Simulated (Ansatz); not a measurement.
**Effective masses and thermopower of MgO (Fm-3m)**

Data:

```
CELL_PARAMETERS angstrom
      0.00000     2.10707     2.10707
      2.10707     0.00000     2.10707
      2.10707     2.10707     0.00000
ATOMIC_POSITIONS crystal
  Mg 0.00000 0.00000 0.00000
  O  0.50000 0.50000 0.50000
```

These are r2SCAN, rigid bands (plane waves, PAW, scalar-relativistic; Ansatz, a first-principles code) values and carry that method's errors. Geometry: cell and atoms relaxed with PBEsol.

```
Quantity                                                                                                                                                      Result
---------------------------------------------------------------------------------------------------------------------------------------  ---------------------------
band gap                                                                                                                                                     5.61 eV
electron conductivity mass (300 K, dilute)                                                                                                                   0.37 mₑ
hole conductivity mass (300 K, dilute)                                                                                                                        2.3 mₑ
effective density of states N_c (300 K)                                                                                                                  5.6e18 cm⁻³
effective density of states N_v (300 K)                                                                                                                  2.9e20 cm⁻³
density-of-states mass, electrons                                                                                                                            0.37 mₑ
density-of-states mass, holes                                                                                                                                 5.1 mₑ
Seebeck coefficient, n-type 1e19 cm⁻³, 300 K                                                                                                               -178 μV/K
best n-type power factor at 300 K for τ = 10 fs (best axis; densities from 1e16 to 1e21 cm⁻³ tried, whether or not they can be reached)  2.5 μW/(cm·K²) at 3e19 cm⁻³
Seebeck coefficient, p-type 1e19 cm⁻³, 300 K                                                                                                                506 μV/K
```

Rigid bands; masses and Seebeck coefficients take one relaxation time τ for all states and one kind of carrier; polarons and phonon drag are left out. Spin-orbit coupling is left out. Geometry: cell and atoms relaxed with PBEsol.
